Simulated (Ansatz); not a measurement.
# How the band gap of CaC2 (C2/m, No. 12; cell taken from a computed entry) moves with the method

No measured value is used here.

```tsv
level (code)	value (eV)
HSE06 (Ansatz)	3.44 (indirect)
PBE0 (Ansatz)	4.17 (indirect)
r²SCAN0 (Ansatz)	(withheld)
```

Task: What belongs in the gaps?

Result: 
- r²SCAN0 (Ansatz, a first-principles code), value (eV): 4.33 (indirect)

Computed values are for a static lattice.  Values are at the PBEsol cell. Cutoffs differ between the levels. Ansatz's density-functional and Hartree–Fock values are scalar-relativistic unless marked +SOC, with PAW data made under PBE.
